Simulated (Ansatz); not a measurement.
## fcc Pb (1 1 1) on 4H silicon carbide (0 0 1) (film strained to the substrate, started from cuts of the bulks and a machine-learned relaxation; slabs Si32C32 and Pb12, which can lie off the formulas)

A periodic stack without vacuum, fcc Pb (1 1 1) on 4H silicon carbide (0 0 1) (film strained to the substrate, started from cuts of the bulks and a machine-learned relaxation; slabs Si32C32 and Pb12, which can lie off the formulas): substrate slab Si32C32, film Pb12, surface cells [[0, 2], [-2, 0]] and [[-2, 1], [-1, -1]], film strained by +0.3 and +0.3 %, outermost planes C/Si and Pb/Pb as cut, which need not be the usual terminations and can put a slab off its formula.

The start was prepared with a machine-learned potential, and the result is one local minimum, with the in-plane cell held and forces under 0.04 eV/Å; the film can end far from its bulk form.

These are PBE (plane waves to 420 eV, PAW; Ansatz, a first-principles code) values and carry that method's errors. No spin–orbit coupling; the runs are not spin-polarised. Its k-point mesh 5×5×1, Fermi–Dirac width 0.05 eV.

```
Quantity                                                                                                                 Result
--------------------------------------------------------------------------------  ---------------------------------------------
interface area                                                                                                          33.2 Å²
period                                                                                                                  32.40 Å
heights between the nearest atoms of the two slabs at the two interfaces                                        2.55 and 2.08 Å
Pb–Si contacts across the interfaces within 1.22 times the sum of covalent radii                                 6, mean 2.93 Å
C–Pb contacts across the interfaces within 1.22 times the sum of covalent radii                                  4, mean 2.49 Å
estimate of the barrier                                                           withheld, since the two interfaces are unlike
slope of the mean potential energy in the substrate                                                              -6.5 MV/cm × e
```

```
CELL_PARAMETERS angstrom
      6.18811    -0.00002     0.02881
      3.09402     5.35910     0.02514
      0.53503    -1.49904    32.39883
ATOMIC_POSITIONS crystal
  Si 0.99231 0.52878 0.13773
  Si 0.48917 0.53033 0.13797
  Si 0.99233 0.02893 0.13775
  Si 0.49390 0.02790 0.13744
  Si 0.95353 0.57096 0.29408
  Si 0.45349 0.57106 0.29409
  Si 0.95361 0.07116 0.29409
  Si 0.45360 0.07098 0.29407
  Si 0.13998 0.21641 0.21584
  Si 0.63939 0.21679 0.21595
  Si 0.13884 0.71701 0.21611
  Si 0.63937 0.71656 0.21594
  Si 0.34389 0.33903 0.05914
  Si 0.83754 0.34521 0.06106
  Si 0.34398 0.84383 0.05920
  Si 0.85016 0.83844 0.05830
  C  0.97752 0.54495 0.19669
  C  0.47624 0.54544 0.19685
  C  0.97753 0.04476 0.19670
  C  0.47853 0.04428 0.19652
  C  0.01519 0.49698 0.04128
  C  0.50999 0.50579 0.04203
  C  0.01524 0.01009 0.04135
  C  0.52008 0.00075 0.04134
  C  0.12514 0.23250 0.27494
  C  0.62491 0.23261 0.27502
  C  0.12463 0.73275 0.27510
  C  0.62488 0.73253 0.27500
  C  0.33002 0.35589 0.11876
  C  0.82632 0.35924 0.11974
  C  0.33004 0.85823 0.11878
  C  0.83320 0.85567 0.11826
  Si 0.91485 0.61385 0.45031
  Si 0.41562 0.61220 0.45048
  Si 0.91514 0.11308 0.45041
  Si 0.41520 0.11311 0.45042
  Si 0.87504 0.65859 0.60718
  Si 0.37801 0.65268 0.60755
  Si 0.88158 0.15410 0.60769
  Si 0.37263 0.15405 0.60764
  Si 0.06148 0.30307 0.52825
  Si 0.56383 0.29842 0.52894
  Si 0.06365 0.80062 0.52863
  Si 0.56202 0.80056 0.52861
  Si 0.26768 0.42537 0.37227
  Si 0.76771 0.42541 0.37229
  Si 0.26780 0.92523 0.37232
  Si 0.76763 0.92558 0.37223
  C  0.89993 0.63076 0.50910
  C  0.40174 0.62695 0.50947
  C  0.90116 0.12883 0.50933
  C  0.40034 0.12889 0.50936
  C  0.93905 0.58689 0.35296
  C  0.43914 0.58681 0.35297
  C  0.93922 0.08697 0.35297
  C  0.43901 0.08686 0.35295
  C  0.04582 0.32121 0.58707
  C  0.55030 0.31196 0.58874
  C  0.05037 0.81614 0.58783
  C  0.54663 0.81610 0.58778
  C  0.25306 0.44126 0.43130
  C  0.75339 0.44128 0.43132
  C  0.25344 0.94082 0.43142
  C  0.75297 0.94176 0.43122
  Pb 0.79096 0.81697 0.69165
  Pb 0.43616 0.53180 0.69187
  Pb 0.12075 0.16832 0.68639
  Pb 0.76925 0.52005 0.78433
  Pb 0.43861 0.18659 0.78690
  Pb 0.10047 0.86386 0.78315
  Pb 0.75335 0.21006 0.87360
  Pb 0.41482 0.87360 0.87134
  Pb 0.08385 0.54557 0.86894
  Pb 0.67057 0.91070 0.96945
  Pb 0.41877 0.53861 0.97005
  Pb 0.05226 0.22489 0.97714
```
